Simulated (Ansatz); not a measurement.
Consider ScPt3 in the Cu3Au type structure (space group Pm-3m, No. 221; a = 3.952 Å).

Levels (all Ansatz, an electronic-structure program, PAW): PBEsol (420 eV, without spin-orbit coupling); PBEsol+SOC (420 eV, spin-orbit coupling included).

The geometry is relaxed with PBEsol.

- PBEsol pressure = 0.0 GPa

Predict the pressure from PBEsol+SOC.

The pressure goes from zero to -0.5 GPa.

Single points use the geometry relaxed with PBEsol. Differences between runs with and without spin-orbit coupling are approximate. Whether these cells are dynamically stable was not tested. The runs without spin-orbit coupling are not spin-polarised.
